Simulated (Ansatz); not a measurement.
The reference is Sb (space group R-3m, No. 166; a = 4.326 Å, c = 11.339 Å (hexagonal axes); layered; relaxed with 0.1 eV smearing).

Computed with r2SCAN+rVV10, PAW, 500 eV (Ansatz, a first-principles code; scalar-relativistic without spin-orbit coupling).

Base values:

| Quantity | Value |
|---|---|
| Pressure | 0.0 GPa |
| Band gap | zero |

Perturbation: the cell is scaled by 0.9564 in all directions; the atoms relax in the strained cell.

Problem. Predict the new pressure.

Solution. The pressure (mean of the normal stresses, compression positive) goes from zero to 7.4 GPa.

Problem. What happens to the energy relative to the base?

Solution. The energy increases by 79 meV/atom.

Problem. Estimate the effect on the largest internal atomic displacement.

Solution. The largest internal atomic displacement amounts to 0.083 Å.

Problem. Estimate the effect on the band gap.

Solution. The band gap stays zero.

With Sb present, leaving out spin-orbit coupling can change the band edges. Whether these cells are dynamically stable was not tested.
